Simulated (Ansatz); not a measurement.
Hypothetical diamond B, response to strain

Consider B in the diamond structure (space group Fd-3m, No. 227; a = 4.0326 Å; a hypothetical phase, not in the database extracts checked; relaxed with 0.1 eV smearing).

Strains are applied to the cell and any free atomic positions relax.

The values are results of PBEsol, PAW, 420 eV (Ansatz, a program for electronic structure; without spin-orbit coupling), not measurements.

Notes on the quantities. energy relative to the base: free energy F.

| isotropic strain (%) | energy relative to the base (meV/atom) |
|---|---|
| -5.95 | 173.6 |
| -2.17 | ? |
| 0 | 0.0 |
| 0.15 | 0.1 |
| 0.78 | 2.5 |

Task: Fit ΔE = Aε² + Bε³ (ε in %) to the rows shown and predict the withheld row.

Result: Least squares on the printed values gives A = 4.20 and B = -0.12 meV/atom (largest residual 0.0 meV/atom); this predicts 21.0 meV/atom, and the run gives 20.9 meV/atom, in agreement.

Stability against distortions was not tested.
